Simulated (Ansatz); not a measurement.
The starting structures come from a database of crystals and need not be the phases stable at ambient conditions.

 Where the default PAW files enter, the runs use the earlier of Ansatz's two default sets.

The decay constant κ of evanescent states in the gap governs leakage through a thin film.

Given:

```
CELL_PARAMETERS angstrom
      2.87388     0.00000     0.00000
      0.00000     5.24610     0.00000
      0.00000     0.00000     5.96022
ATOMIC_POSITIONS crystal
  Fe 0.00000 0.00000 0.00000
  Fe 0.50000 0.50000 0.50000
  As 0.00000 0.82117 0.36277
  As 0.00000 0.17883 0.63723
  As 0.50000 0.32117 0.13723
  As 0.50000 0.67883 0.86277
```

Space group of this cell: Pnnm. The cell is taken as given.

Transport runs along the normal of the first two printed cell vectors.

No gap correction and no spin-orbit coupling; mid-gap values are interpolated between computed energies.

Problem. State the band gap and the smallest decay constant κ at mid-gap according to r2SCAN (Ansatz, an electronic-structure program).

Solution. Gap 0.52 eV on a 10×6×6 mesh; κ = 0.156 1/Å, at (0.500, 0.000) of the in-plane reciprocal vectors. At the zone centre, at the nearest computed energy, the slowest state has κ = 0.23 1/Å.
